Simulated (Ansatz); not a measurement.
Cells marked so need not be the phases stable at ambient conditions, and some may be hypothetical.

The gap is the functional's own. No spin-orbit coupling. Mid-gap values are interpolated on the energy grid.

A. La2Hf2O7 (Fd-3m, not sure to be the ambient phase, 22 atoms a cell, 14.1 Å³ an atom), along the normal of (001)
B. BiIrS (P2_13, not sure to be the ambient phase, 12 atoms a cell, 20.0 Å³ an atom, -5 GPa at this level), along the normal of (111)
C. K2LiGaF6 (Fm-3m, not sure to be the ambient phase, 10 atoms a cell, 13.3 Å³ an atom, -3 GPa at this level), along the normal of (111)
D. Rb2SnBr6 (Fm-3m, not sure to be the ambient phase, 9 atoms a cell, 34.8 Å³ an atom), along the normal of (110)

Rank these by mid-gap decay constant of the slowest evanescent state (highest first), as Ansatz (a program for electronic structure) with PBEsol gives it.

C (0.51 1/Å), A (0.33 1/Å), D (0.18 1/Å), B (0.11 1/Å)
